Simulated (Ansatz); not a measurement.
Tunnelling through a barrier is set by its complex band structure: the current falls as exp(−2κd) with the smallest κ.

Data:

```yaml
crystal:
  lattice:
    - [3.06602, 0.00000, 0.00000]
    - [-1.53301, 2.65525, 0.00000]
    - [0.00000, 0.00000, 4.91662]
  atoms:
    - { symbol: Al, position: [0.66667, 0.33333, 0.49929] }
    - { symbol: Al, position: [0.33333, 0.66667, 0.99929] }
    - { symbol: N, position: [0.66667, 0.33333, 0.88071] }
    - { symbol: N, position: [0.33333, 0.66667, 0.38071] }
```

The cell is strained (all lengths scaled by 0.98); by r2SCAN it stands under a pressure of 8.9 GPa.

Transport runs along the normal of the first two printed cell vectors, the (001) plane of the conventional cell.

No gap correction and no spin-orbit coupling; mid-gap is the computed energy nearest the middle.

Estimate the band gap and the smallest decay constant κ at mid-gap that Ansatz (a quantum-chemistry and plane-wave program) with r2SCAN returns for this system.

Gap 5.25 eV on a 12×12×6 mesh; κ = 0.305 1/Å, at the zone centre.
